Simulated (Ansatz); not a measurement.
The structure below was relaxed with PBEsol, PAW, 420 eV (Ansatz, a program for electronic structure; no SOC), at pressure 5 GPa.

```yaml
crystal:
  lattice:
    - [4.04932, 0.00000, 0.00000]
    - [0.00000, 4.04932, 0.00000]
    - [0.00000, 0.00000, 4.04932]
  atoms:
    - { symbol: Ti, position: [0.50000, 0.00000, 0.50000] }
    - { symbol: Ti, position: [0.00000, 0.50000, 0.50000] }
    - { symbol: Ti, position: [0.50000, 0.50000, 0.00000] }
    - { symbol: Al, position: [0.00000, 0.00000, 0.00000] }
    - { symbol: N, position: [0.50000, 0.50000, 0.50000] }
```

Q: Find the space group and the Wyckoff positions.

A: Space group Pm-3m (No. 221); a = b = c = 4.0493 Å, α = β = γ = 90.00°

```tsv
atom	site	symmetry	x	y	z
Ti	3c	4/mm.m	0.0000	0.5000	0.5000
Al	1a	m-3m	0.0000	0.0000	0.0000
N	1b	m-3m	0.5000	0.5000	0.5000
```

Q: Describe the coordination.

A: The crystal has 5 atoms in its conventional cell. Lattice parameters: a = b = c = 4.0493 Å, α = β = γ = 90.00°. Ti sees 2 N at 2.025 Å and 4 Al at 2.863 Å and 8 Ti at 2.863 Å. Al is coordinated by 12 Ti at 2.863 Å (cuboctahedral). N is coordinated by 6 Ti at 2.025 Å (octahedral). (Neighbours: up to the widest gap in distance over summed covalent radii, below 1.35, at either atom; cation-cation and far metal-metal contacts left out.)

Load acts through the strain it causes; cell and atoms are relaxed under it. Whether these cells are dynamically stable was not tested. No other phases were tried under pressure. All final runs are without spin polarisation. The cell was made from Ti3AlN in the anti-perovskite structure (space group Pm-3m, No. 221; a cell from a computed database, its experimental status unchecked) by this change: pressure 5 GPa.
